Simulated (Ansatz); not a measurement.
ZnGeP2: response to strain

Base system: ZnGeP$_{2}$ in the chalcopyrite structure (space group I-42d, No. 122).

```yaml
crystal:
  lattice:
    - [-2.71213, 2.71213, 5.35485]
    - [2.71213, -2.71213, 5.35485]
    - [2.71213, 2.71213, -5.35485]
  atoms:
    - { symbol: Zn, position: [0.00000, 0.00000, 0.00000] }
    - { symbol: Zn, position: [0.75000, 0.25000, 0.50000] }
    - { symbol: Ge, position: [0.50000, 0.50000, 0.00000] }
    - { symbol: Ge, position: [0.25000, 0.75000, 0.50000] }
    - { symbol: P, position: [0.87500, 0.87334, 0.49834] }
    - { symbol: P, position: [0.12666, 0.62500, 0.00166] }
    - { symbol: P, position: [0.37500, 0.37666, 0.50166] }
    - { symbol: P, position: [0.62334, 0.12500, 0.99834] }
```

Cartesian axes are those of the cell as printed.

Strains are applied to the cell and any free atomic positions relax; under biaxial strain the out-of-plane vector relaxes too.

Calculations: PBEsol (Ansatz, a quantum-chemistry and plane-wave program, PAW, no SOC).

Candidates:
(a) biaxial strain +3.00 %, plane normal [001], relaxed out of plane
(b) biaxial strain +1.50 %, plane normal [001], relaxed out of plane
(c) biaxial strain +2.25 %, plane normal [001], relaxed out of plane
(d) biaxial strain +0.75 %, plane normal [001], relaxed out of plane

Notes on the quantities. in-plane stress: mean in-plane stress (compression positive).

**Question.** Order them by in-plane stress, lowest first.

**Answer.** (a) biaxial strain +3.00 %, plane normal [001], relaxed out of plane (-3.6 GPa), (c) biaxial strain +2.25 %, plane normal [001], relaxed out of plane (-2.8 GPa), (b) biaxial strain +1.50 %, plane normal [001], relaxed out of plane (-1.9 GPa), (d) biaxial strain +0.75 %, plane normal [001], relaxed out of plane (-1.0 GPa)

Stability against distortions was not tested.
